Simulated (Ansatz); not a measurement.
We consider cubic perovskite CsHgBr₃ (idealised or unconfirmed structure), described by PBEsol (Ansatz, an electronic-structure program, plane waves, PAW).

Run with plane-wave cutoff 500 eV, 8×8×8 k mesh, Fermi–Dirac smearing 0.05 eV, scalar-relativistic PAW data made under PBE.

Computed at the level's own relaxed cell.

Task: Give the computed volume per atom and lattice parameter a.

Result: 
- volume per atom: 33.86 Å³/atom
- lattice parameter a: 5.532 Å

The run finds no gap.

Note: the relaxation could not lower the start's symmetry, so the cell can be a saddle point above a distorted one.

Spin–orbit coupling is not included; it can shift volumes and moduli of such heavy elements.

The result took about 90 core-seconds (a rough figure).
